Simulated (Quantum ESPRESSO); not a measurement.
Convergence test for LiF (Fm-3m, 2 atoms in the cell)

```yaml
crystal:
  lattice:
    - [0.00000, 1.99619, 1.99619]
    - [1.99619, 0.00000, 1.99619]
    - [1.99619, 1.99619, 0.00000]
  atoms:
    - { symbol: Li, position: [0.00000, 0.00000, 0.00000] }
    - { symbol: F, position: [0.50000, 0.50000, 0.50000] }
```

Level of theory: LDA (PZ), GBRV 1.5 ultrasoft (LDA) pseudopotentials (plane waves; Quantum ESPRESSO).

The starting cell comes from a database of computed structures (which also holds hypothetical and non-ambient phases and stackings), without a prior relaxation at this level. Its lattice was rescaled by a random factor within 2.5 % of one. In the base run, with a pressure of about -5 GPa the cell is away from its equilibrium volume at this level.

Held fixed: occupations = fixed; potentials = {Li: li_lda_v1.4.uspp.F.UPF, F: f_lda_v1.4.uspp.F.UPF}; K_POINTS = automatic 14 14 14 0 0 0; nbnd = 9; conv_thr = 1e-10 Ry; mixing_beta = 0.5. Moved along with it: ecutrho.

ΔF is the free energy per atom less that of the last row (80 Ry).

```
ecutwfc  ΔF (meV/atom)  pressure (GPa)  gap on the mesh (eV)  plane waves  iterations
-------  -------------  --------------  --------------------  -----------  ----------
16 Ry           7555.5         -453.79                 8.765          125           9
20 Ry           2550.7         -199.41                 8.963          170           9
24 Ry            801.6          -81.61                 8.810          222           8
28 Ry                …          -32.35                 9.051          283           8
32 Ry             58.6          -13.83                 9.057          342           8
36 Ry             12.5           -7.19                 9.052          399           8
40 Ry                …           -5.13                 9.053          471           8
46 Ry             0.73           -4.66                 9.053          588           9
52 Ry             0.55           -4.67                 9.053          700           9
60 Ry             0.35           -4.65                 9.052          877           9
70 Ry             0.27           -4.67                 9.052         1075           9
80 Ry             0.00           -4.67                 9.053         1317           9
```

Q: What belongs in the gaps?

A: 
- 28 Ry, ΔF (meV/atom): 226.4
- 40 Ry, ΔF (meV/atom): 2.3
